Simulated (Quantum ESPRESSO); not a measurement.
Worked example: self-consistent single point of CsCdCl3 (Pm-3m, 5 atoms in the cell) in Quantum ESPRESSO.

Level of theory: LDA (PZ), GBRV 1.5 ultrasoft (LDA) pseudopotentials (plane waves; Quantum ESPRESSO).

The change in words: lattice scaled by 0.98. Reference geometry:
```xyz
5
Lattice="5.3202 0.0000 0.0000 0.0000 5.3202 0.0000 0.0000 0.0000 5.3202" Properties=species:S:1:pos:R:3 pbc="T T T"
Cs     0.0000     0.0000     0.0000
Cd     2.6601     2.6601     2.6601
Cl     0.0000     2.6601     2.6601
Cl     2.6601     0.0000     2.6601
Cl     2.6601     2.6601     0.0000
```

Reference input (self-consistent single point, DFT, LDA (PZ), plane waves, GBRV 1.5 ultrasoft (LDA) pseudopotentials): ecutwfc = 40 Ry; ecutrho = 200 Ry; occupations = fixed; potentials = {Cs: cs_lda_v1.uspp.F.UPF, Cd: cd_lda_v1.uspp.F.UPF, Cl: cl_lda_v1.4.uspp.F.UPF}; K_POINTS = automatic 5 5 5 0 0 0; nbnd = 23; conv_thr = 1e-10 Ry; mixing_beta = 0.3. This run's input differs from it in these lines:

```diff
@@ -10,3 +10,3 @@
    ibrav = 1
-   celldm(1) = 10.05372660
+   celldm(1) = 9.85265218
    nat = 5
@@ -28,6 +28,6 @@
 Cs    0.00000000    0.00000000    0.00000000
-Cd    2.66010150    2.66010150    2.66010150
-Cl    0.00000000    2.66010150    2.66010150
-Cl    2.66010150    0.00000000    2.66010150
-Cl    2.66010150    2.66010150    0.00000000
+Cd    2.60689950    2.60689950    2.60689950
+Cl    0.00000000    2.60689950    2.60689950
+Cl    2.60689950    0.00000000    2.60689950
+Cl    2.60689950    2.60689950    0.00000000
 K_POINTS automatic
```

The program printed (abridged):

```
     Self-consistent Calculation

     iteration #  1     ecut=    40.00 Ry     beta= 0.30

     Threshold (ethr) on eigenvalues was too large:
     Diagonalizing with lowered threshold

     negative rho (up, down):  6.939E-02 0.000E+00

     total energy              =    -277.95755951 Ry
     estimated scf accuracy    <       0.08105436 Ry

     iteration #  2     ecut=    40.00 Ry     beta= 0.30

     negative rho (up, down):  6.894E-02 0.000E+00

     total energy              =    -277.95761747 Ry
     estimated scf accuracy    <       0.01677287 Ry

     iteration #  3     ecut=    40.00 Ry     beta= 0.30

     negative rho (up, down):  6.830E-02 0.000E+00

     total energy              =    -277.95911984 Ry
     estimated scf accuracy    <       0.00252683 Ry

   [... 6 blocks of this kind left out ...]

     iteration # 10     ecut=    40.00 Ry     beta= 0.30

     negative rho (up, down):  6.803E-02 0.000E+00

     total energy              =    -277.95932004 Ry
     estimated scf accuracy    <          7.1E-10 Ry

     iteration # 11     ecut=    40.00 Ry     beta= 0.30

     negative rho (up, down):  6.803E-02 0.000E+00
     End of self-consistent calculation

     highest occupied, lowest unoccupied level (ev):     3.0160    4.6407

!    total energy              =    -277.95932004 Ry
     estimated scf accuracy    <          2.3E-11 Ry

     convergence has been achieved in  11 iterations

     negative rho (up, down):  6.803E-02 0.000E+00

     Forces acting on atoms (cartesian axes, Ry/au):

     atom    1 type  1   force =     0.00000000    0.00000000    0.00000000
   [... zero for the other atoms too ...]

     Total force =     0.000000     Total SCF correction =     0.000000

     negative rho (up, down):  6.803E-02 0.000E+00
          total   stress  (Ry/bohr**3)                   (kbar)     P=      -21.12
  -0.00014359   0.00000000   0.00000000          -21.12        0.00        0.00
   0.00000000  -0.00014359   0.00000000            0.00      -21.12        0.00
   0.00000000   0.00000000  -0.00014359            0.00        0.00      -21.12

   JOB DONE.
```

The run converged in 11 iterations. Against the reference run the free energy drops by 32.1 meV/atom, the pressure goes from -3.76 to -2.11 GPa and the gap on the mesh goes from 1.477 to 1.625 eV.

The starting cell comes from a database of computed structures (which also holds hypothetical and non-ambient phases and stackings), without a prior relaxation at this level. Its lattice was rescaled by a random factor within 2.5 % of one. For this run, on top of that: lattice scaled by 0.98.

Cost on one core of a shared machine: roughly 50 s.
